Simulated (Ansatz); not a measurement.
Here is the system:

End structure of the (21-32) surface of hcp Zr in its 1x1 cell, outermost plane spacing 0.65 Å in the ideal cut:

```yaml
crystal:
  lattice:
    - [6.09740, 0.00000, 0.00000]
    - [2.67005, 7.83557, 0.00000]
    - [0.00000, 0.00000, 26.50000]
  atoms:
    - { symbol: Zr, position: [0.61677, 0.63799, 0.31433] }
    - { symbol: Zr, position: [0.07463, 0.75330, 0.33272] }
    - { symbol: Zr, position: [0.33064, 0.01974, 0.34384] }
    - { symbol: Zr, position: [0.79255, 0.11647, 0.36570] }
    - { symbol: Zr, position: [0.99902, 0.41538, 0.37734] }
    - { symbol: Zr, position: [0.46918, 0.48235, 0.40241] }
    - { symbol: Zr, position: [0.69897, 0.78325, 0.41399] }
    - { symbol: Zr, position: [0.15578, 0.87031, 0.43797] }
    - { symbol: Zr, position: [0.39784, 0.15149, 0.44948] }
    - { symbol: Zr, position: [0.85520, 0.24399, 0.47323] }
    - { symbol: Zr, position: [0.08920, 0.53328, 0.48752] }
    - { symbol: Zr, position: [0.54596, 0.62078, 0.51248] }
    - { symbol: Zr, position: [0.77996, 0.91007, 0.52677] }
    - { symbol: Zr, position: [0.23732, 0.00257, 0.55052] }
    - { symbol: Zr, position: [0.47938, 0.28376, 0.56203] }
    - { symbol: Zr, position: [0.93619, 0.37082, 0.58601] }
    - { symbol: Zr, position: [0.16599, 0.67172, 0.59759] }
    - { symbol: Zr, position: [0.63614, 0.73869, 0.62266] }
    - { symbol: Zr, position: [0.84261, 0.03759, 0.63430] }
    - { symbol: Zr, position: [0.30452, 0.13433, 0.65616] }
    - { symbol: Zr, position: [0.56053, 0.40077, 0.66728] }
    - { symbol: Zr, position: [0.01839, 0.51608, 0.68567] }
```

Slab: 22 atoms, 10.4 Å thick at the start (thin: gaps and levels are the slab's own); k 7x5x1, smearing 0.1 eV, dipole-corrected; all atoms relaxed; start symmetry kept, larger cells not searched; no spin, no spin-orbit, no U.

Q: What is the computed work function of the top face (Ansatz (a quantum-chemistry and plane-wave program) with PBE)?

A: 3.55 eV

Q: What surface energy (mean of both faces) does PBE give?

A: 1.72 J/m²
